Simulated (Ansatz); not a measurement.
Consider a 16-atom supercell of Os in the hcp (Mg type) structure (space group P6_3/mmc, No. 194; a = 2.7549 Å, c = 4.3443 Å) at its relaxed geometry.

Level of theory: Ansatz (an electronic-structure program), PBE, PAW, cutoff 420 eV, no spin-orbit coupling.

For the base:

The pressure comes out as 0.1 GPa.

Now apply this change: a neutral H interstitial (started 1.93 Å from the nearest host atom), atoms relaxed at fixed cell, starting from a slightly rattled geometry.

Question: Predict the new pressure.

Answer: The pressure rises by 3.76 GPa (0.1 GPa → 3.8 GPa).

Question: How does this affect the final site of the added atom?

Answer: The final site of the added atom comes out as 6 Os at 1.96 Å (octahedral).

Question: How does this affect the largest displacement of a host atom from its site in the perfect cell?

Answer: The largest displacement of a host atom from its site in the perfect cell is 0.04 Å.

In so small a cell the defect repeats every few ångströms: this is an ordered compound, not a dilute defect. The final runs are not spin-polarised. The defect cell is not spin-polarised.
